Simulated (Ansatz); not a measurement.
## Hypothetical rock salt CrGe, thickness series

Consider CrGe in the rock salt structure (space group Fm-3m, No. 225; a = 5.048 Å; ferromagnetic; a hypothetical phase, not in the database extracts checked). Axes: x, y, z lie along the cube axes.

Free-standing slabs (2 atom(s) a layer) normal to the z axis with 15 Å of vacuum; in-plane cell held at bulk.

Method: r2SCAN (Ansatz, a program for electronic structure), scalar-relativistic without spin-orbit coupling.

Notes on the quantities. layer's space group: with vacuum; excess energy per area of both faces: slab less bulk energy over the cell's area: twice a surface energy; uncertain by up to 0.2 J/m².

| case | layer's space group | excess energy per area of both faces | largest site moment | thickness between the outermost nuclei |
|---|---|---|---|---|
| base | – | – | 2.63 μB | – |
| 1 layer | P4/mmm (No. 123) | – | 3.14 μB | – |
| 2 layers | P4/nmm (No. 129) | 1.45 J/m² | 2.93 μB | 2.99 Å |
| 3 layers | P4/mmm (No. 123) | 1.7 J/m² | 2.81 μB | 5.41 Å |
| 4 layers | P4/nmm (No. 129) | (withheld) | (withheld) | 8.18 Å |
| 7 layers | P4/mmm (No. 123) | 1.5 J/m² | 2.85 μB | 15.58 Å |

**Question.** Some entries are withheld; estimate them.

**Answer.** 
- 4 layers, excess energy per area of both faces: 1.3 J/m²
- 4 layers, largest site moment: 3.08 μB

The magnetic state is the one reached from the starting moments; the real material's order can differ, and small cells can't hold many antiferromagnetic ones. Slab and bulk use different k-meshes, which limits the precision of the excess energy. Whether these cells are dynamically stable was not tested.
